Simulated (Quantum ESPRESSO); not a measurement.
Troubleshooting Quantum ESPRESSO: a failed run on K2RuAuF6 (Fm-3m, 10 atoms in the cell). The aim is a self-consistent single point with DFT, PBEsol, plane waves, PseudoDojo standard norm-conserving (PBESOL) pseudopotentials.

The input file:

```fortran
&CONTROL
   calculation = 'single-point'
   outdir = './tmp'
   pseudo_dir = './'
   tprnfor = .true.
   tstress = .true.
/
&SYSTEM
   ibrav = 0
   nat = 10
   ntyp = 4
   ecutwfc = 85
   occupations = 'smearing'
   smearing = 'cold'
   degauss = 0.019992
   nspin = 2
   starting_magnetization(2) = 0.125
/
&ELECTRONS
   conv_thr = 1.0d-10
   mixing_beta = 0.3
/
ATOMIC_SPECIES
K     39.0983  K.upf
Ru   101.0700  Ru.upf
Au   196.9666  Au.upf
F     18.9984  F.upf
ATOMIC_POSITIONS {angstrom}
K     6.665385000    6.665385000    6.665385000
K     2.221795000    2.221795000    2.221795000
Ru    0.000000000    0.000000000    0.000000000
Au    4.443590000    4.443590000    4.443590000
F     2.033564528    4.443590000    4.443590000
F     6.853615472    4.443590000    4.443590000
F     4.443590000    2.033564528    4.443590000
F     4.443590000    6.853615472    4.443590000
F     4.443590000    4.443590000    2.033564528
F     4.443590000    4.443590000    6.853615472
K_POINTS {automatic}
3 3 3  0 0 0
CELL_PARAMETERS {angstrom}
   0.000000000     4.443590000     4.443590000
   4.443590000     0.000000000     4.443590000
   4.443590000     4.443590000     0.000000000
```

The program printed (abridged):

```
     This program is part of the open-source Quantum ESPRESSO suite
     for quantum simulation of materials; please cite

 %%%%%%%%%%%%%%%%%%%%%%%%%%%%%%%%%%%%%%%%%%%%%%%%%%%%%%%%%%%%%%%%%%%%%%%%%%%%%%
     Error in routine  control_checkin (1):
      calculation "single-point" not allowed
 %%%%%%%%%%%%%%%%%%%%%%%%%%%%%%%%%%%%%%%%%%%%%%%%%%%%%%%%%%%%%%%%%%%%%%%%%%%%%%

     stopping ...
```

Read the log: what does the program object to, and what is the fix?

The fault is a value that the program does not know. The key takes a closed list of words, and names differ between codes. To fix it, use one of the words that the key accepts. The program stopped before any SCF iteration.

An input that runs soundly differs in these lines (not the only fix; some lines may just follow from the change or write a value another way):
```diff
-   calculation = 'single-point'
+   calculation = 'scf'
```

With that input, the run converged in 16 iterations: free energy E − TS -12405.9611 eV; Fermi level (on the code's own zero) 6.37 eV; pressure -3.63 GPa; largest force (vector length) 0.367 eV/Å; size of the cell's spin moment 1.15 μB (DFT, PBEsol, plane waves, PseudoDojo standard norm-conserving (PBESOL) pseudopotentials).

On the sound input: the starting cell comes from a database of computed structures (which also holds hypothetical and non-ambient phases and stackings), without a prior relaxation at this level. With one magnetic atom in the cell only a parallel order is possible. With a pressure of about -4 GPa the cell is away from its equilibrium volume at this level. Without a gap this mesh is coarse (it stands for a supercell whose shortest vector is 19 Å).
